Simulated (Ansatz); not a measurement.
The starting structures come from a database of crystals and need not be the phases stable at ambient conditions.

 Where the default PAW files enter, the runs use the earlier of Ansatz's two default sets.

Input:

```
Ca3V2O8
1.0
    5.58496     0.00000     0.00000
    2.79248     4.89123     0.00000
    2.79248    -1.64148     6.35667
Ca V O
3 2 8
Direct
  0.39593   0.79898   0.40916
  0.60407   0.20102   0.59084
  0.00000   0.00000   0.00000
  0.80825   0.59770   0.78580
  0.19175   0.40230   0.21420
  0.04327   0.73205   0.69473
  0.95673   0.26795   0.30527
  0.47005   0.26795   0.30527
  0.52995   0.73205   0.69473
  0.62291   0.69887   0.05531
  0.37709   0.30113   0.94469
  0.96520   0.77097   0.29863
  0.03480   0.22903   0.70137
```

Space group of this cell: C2/m. The cell is taken as given; by r2SCAN its mean pressure is -7.3 GPa.

Transport runs along the normal of the first two printed cell vectors.

No gap correction and no spin-orbit coupling; mid-gap values are interpolated between computed energies.

Task: Estimate the band gap and the smallest decay constant κ at mid-gap that r2SCAN (Ansatz, a first-principles code) returns for this system.

Result: Gap 3.61 eV on a 8×8×8 mesh; κ = 0.516 1/Å, at the zone centre.
